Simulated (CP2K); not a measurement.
CP2K run on Br (Cmce, 4 atoms in the cell): self-consistent single point.

Method: LDA (Pade form), GPW, DZVP-MOLOPT-SR-GTH basis, GTH-PADE potentials (GTH_POTENTIALS) run with CP2K.

```yaml
crystal:
  lattice:
    - [4.10502, 0.00000, 0.00000]
    - [-1.55266, 3.80006, 0.00000]
    - [0.00000, 0.00000, 8.91010]
  atoms:
    - { symbol: Br, position: [0.86100, 0.86100, 0.88900] }
    - { symbol: Br, position: [0.63900, 0.63900, 0.38900] }
    - { symbol: Br, position: [0.36100, 0.36100, 0.61100] }
    - { symbol: Br, position: [0.13900, 0.13900, 0.11100] }
```

Reference input (self-consistent single point, DFT PBE, GPW, DZVP-MOLOPT-SR-GTH basis, GTH-PBE potentials (GTH_POTENTIALS)): CUTOFF = 400 Ry; REL_CUTOFF = 50 Ry; SMEAR/METHOD = FERMI_DIRAC; ELECTRONIC_TEMPERATURE = 232.09 K; KPOINTS/SCHEME = MONKHORST-PACK 5 5 2; GAMMA_CENTERED = T; XC_FUNCTIONAL = PBE; Br/BASIS_SET = DZVP-MOLOPT-SR-GTH; Br/POTENTIAL = GTH-PBE-q7; METHOD = GPW; EPS_DEFAULT = 1e-10; NGRIDS = 5. This run's input differs from it in these lines:

```diff
@@ -44,3 +44,3 @@
     &XC
-      &XC_FUNCTIONAL PBE
+      &XC_FUNCTIONAL PADE
       &END XC_FUNCTIONAL
@@ -78,3 +78,3 @@
       BASIS_SET DZVP-MOLOPT-SR-GTH
-      POTENTIAL GTH-PBE-q7
+      POTENTIAL GTH-PADE-q7
     &END KIND
```

Output (repeated stretches shortened):

```
 SCF WAVEFUNCTION OPTIMIZATION

  Step     Update method      Time    Convergence         Total energy    Change
     1 NoMix/Diag. 0.40E+00      -     0.61526464       -53.9669952657 -5.40E+01
     2 Broy./Diag. 0.40E+00      -     0.01001896       -54.3257078599 -3.59E-01
     3 Broy./Diag. 0.40E+00      -     0.02000337       -54.0304215236  2.95E-01
     4 Broy./Diag. 0.40E+00      -     0.00193500       -53.8771228873  1.53E-01
     5 Broy./Diag. 0.40E+00      -     0.00168860       -53.8545065975  2.26E-02
     6 Broy./Diag. 0.40E+00      -     0.00048331       -53.8429124773  1.16E-02
   [... 3 lines left out ...]
    10 Broy./Diag. 0.40E+00      -     0.00000566       -53.8394663642  7.88E-05
    11 Broy./Diag. 0.40E+00      -     0.00000222       -53.8395217634 -5.54E-05
    12 Broy./Diag. 0.40E+00      -     0.00000131       -53.8395586376 -3.69E-05
    13 Broy./Diag. 0.40E+00      -     0.00000030       -53.8395673286 -8.69E-06
  *** SCF run converged in    13 steps ***

  Overlap energy of the core charge distribution:               0.00000000719181
  Self energy of the core charge distribution:               -110.58115837536025
  Core Hamiltonian energy:                                     24.24662869469928
  Hartree energy:                                              42.64619113814690
  Exchange-correlation energy:                                -10.15122879325462
  Electronic entropic energy:                                  -0.00000000000000
  Fermi energy:                                                 0.01399000739206

  Total energy:                                               -53.83956732857688
  Total energy (extrapolated to T->0):                        -53.83956732857688

                     Mulliken Population Analysis

   [... lines left out ...]

 STRESS| Analytical stress tensor [bar]
 STRESS|                        x                   y                   z
 STRESS|      x       -1.43141868177E+04  -5.50391739821E+03  -6.50407537516E-04
 STRESS|      y       -5.50391739821E+03  -1.88118421322E+04  -1.65546027845E-03
 STRESS|      z       -6.50407537516E-04  -1.65546027845E-03  -1.85430672379E+04
 STRESS| 1/3 Trace                                            -1.72230320626E+04
```

The run converged in 13 iterations. Against the reference run the pressure goes from 1.11 to -1.72 GPa, the largest force goes from 0.641 to 0.512 eV/Å and the gap on the mesh goes from 1.495 to 1.378 eV.

The starting cell has typed, rounded lattice constants, without a prior relaxation at this level. Its lattice was rescaled by a random factor within 2.5 % of one. Values carry the incompleteness of an atom-centred basis.
